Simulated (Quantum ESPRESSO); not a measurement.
Worked example: self-consistent single point of CaSe (Fm-3m, 2 atoms in the cell) in Quantum ESPRESSO.

Method: PBE, SSSP 1.1.2 efficiency (PBE) pseudopotentials (plane waves; Quantum ESPRESSO 7.5).

```
CaSe
1.0
    0.00000     3.04004     3.04004
    3.04004     0.00000     3.04004
    3.04004     3.04004     0.00000
Ca Se
1 1
Direct
  0.00000   0.00000   0.00000
  0.50000   0.50000   0.50000
```

Reference input (self-consistent single point, DFT, PBE, plane waves, SSSP 1.1.2 efficiency (PBE) pseudopotentials): ecutwfc = 40 Ry; ecutrho = 320 Ry; occupations = fixed; potentials = {Ca: Ca_pbe_v1.uspp.F.UPF, Se: Se_pbe_v1.uspp.F.UPF}; K_POINTS = automatic 6 6 6 0 0 0; nbnd = 16; conv_thr = 1e-08 Ry; mixing_beta = 0.7. This run's input differs from it in these lines:

```diff
@@ -29,3 +29,3 @@
 K_POINTS {automatic}
-6 6 6  0 0 0
+4 4 4  0 0 0
 CELL_PARAMETERS {alat}
```

The program printed (abridged):

```
     Self-consistent Calculation

     iteration #  1     ecut=    40.00 Ry     beta= 0.70

     Threshold (ethr) on eigenvalues was too large:
     Diagonalizing with lowered threshold

     total energy              =    -118.80741193 Ry
     estimated scf accuracy    <       0.05326953 Ry

     iteration #  2     ecut=    40.00 Ry     beta= 0.70

     total energy              =    -118.81840513 Ry
     estimated scf accuracy    <       0.01607677 Ry

     iteration #  3     ecut=    40.00 Ry     beta= 0.70

     total energy              =    -118.82265457 Ry
     estimated scf accuracy    <       0.00074252 Ry

   [... 2 blocks of this kind left out ...]

     iteration #  6     ecut=    40.00 Ry     beta= 0.70

     total energy              =    -118.82277331 Ry
     estimated scf accuracy    <       0.00000002 Ry

     iteration #  7     ecut=    40.00 Ry     beta= 0.70
     End of self-consistent calculation

     highest occupied, lowest unoccupied level (ev):     5.2086    7.4013

!    total energy              =    -118.82277332 Ry
     estimated scf accuracy    <          6.4E-11 Ry

     convergence has been achieved in   7 iterations

     Forces acting on atoms (cartesian axes, Ry/au):

     atom    1 type  1   force =     0.00000000    0.00000000    0.00000000
     atom    2 type  2   force =    -0.00000000    0.00000000   -0.00000000

     Total force =     0.000000     Total SCF correction =     0.000000

          total   stress  (Ry/bohr**3)                   (kbar)     P=      -25.04
  -0.00017024  -0.00000000  -0.00000000          -25.04       -0.00       -0.00
  -0.00000000  -0.00017024  -0.00000000           -0.00      -25.04       -0.00
  -0.00000000  -0.00000000  -0.00017024           -0.00       -0.00      -25.04

   JOB DONE.
```

The run converged in 7 iterations. Against the reference run the free energy rises by 6.4 meV/atom, the pressure hardly changes (-2.58 to -2.50 GPa) and the gap on the mesh hardly changes (2.201 to 2.193 eV).

The starting cell comes from a database of computed structures (which also holds hypothetical and non-ambient phases and stackings), without a prior relaxation at this level. Its lattice was rescaled by a random factor within 2.5 % of one.
